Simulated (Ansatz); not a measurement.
# CdS: response to strain

Consider CdS in the zinc blende structure (space group F-43m, No. 216; a = 5.824 Å).

Strains are applied to the cell and any free atomic positions relax.

Level of theory: PBEsol (Ansatz, a quantum-chemistry and plane-wave program, PAW, scalar-relativistic without spin-orbit coupling).

Notes on the quantities. energy relative to the base: free energy F.

```tsv
isotropic strain (%)	energy relative to the base (meV/atom)
-2.5	29.2
-1	4.4
-0.5	?
0	0.0
0.5	1.0
1	4.1
1.5	9.1
2.5	24.3
3	34.4
```

Question: Fit ΔE = Aε² + Bε³ (ε in %) to the rows shown and predict the withheld row.

Answer: Least squares on the printed values gives A = 4.28 and B = -0.15 meV/atom (largest residual 0.1 meV/atom); this predicts 1.1 meV/atom, and the run gives 1.1 meV/atom, in agreement.

Stability against distortions was not tested.
